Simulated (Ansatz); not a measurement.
Take ZrS$_{2}$ in the CdI2 type structure (space group P-3m1, No. 164; a = 3.635 Å, c = 5.720 Å; layered, stacked along the Cartesian z axis) as the base.

Computed with PBE-D3(BJ) in Ansatz (plane waves to 420 eV, PAW, scalar-relativistic without spin-orbit coupling).

Base values:

- Gap character: indirect, Γ → L

The change: every lattice vector is shortened by 0.50 %, atoms relaxed at fixed cell.

Question: Predict the new energy relative to the base and gap character.

Answer: The energy grows by 0.7 meV/atom; the gap character remains indirect, Γ → L.

The cells carry an imposed strain or load. No phonon test of stability was made.

Ansatz is a first-principles code.
